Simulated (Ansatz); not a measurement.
Consider the following.

End structure of the (11-22) surface of hcp Cd in its 1x1 cell, outermost plane spacing 1.34 Å in the ideal cut:

```
CELL_PARAMETERS angstrom
      5.25683     0.00000     0.00000
      0.00000     6.46879     0.00000
      0.00000     0.00000    27.00000
ATOMIC_POSITIONS crystal
  Cd 0.24803 0.25149 0.30861
  Cd 0.25197 0.75149 0.30861
  Cd 0.73909 0.50250 0.31901
  Cd 0.76091 0.00250 0.31901
  Cd 0.14774 0.49527 0.40432
  Cd 0.35226 0.99527 0.40432
  Cd 0.65302 0.62340 0.44556
  Cd 0.84698 0.12340 0.44556
  Cd 0.14431 0.74529 0.50000
  Cd 0.35569 0.24529 0.50000
  Cd 0.65302 0.86719 0.55444
  Cd 0.84698 0.36719 0.55444
  Cd 0.14774 0.99531 0.59568
  Cd 0.35226 0.49531 0.59568
  Cd 0.73909 0.98808 0.68099
  Cd 0.76091 0.48808 0.68099
  Cd 0.24803 0.23910 0.69139
  Cd 0.25197 0.73910 0.69139
```

Set-up: 18 atoms, 10.7 Å thick at the start; mesh 7x6x1; 0.1 eV smearing; dipole correction on; single point; on the structure that PBE left under its start's symmetry; no spin, no spin-orbit, no U.

Problem. Predict the work function of the top face from Ansatz (a quantum-chemistry and plane-wave program) with r2SCAN, at the PBE geometry.

Solution. 4.02 eV

Problem. What surface energy (mean of both faces) does r2SCAN, at the PBE geometry give?

Solution. 0.64 J/m²
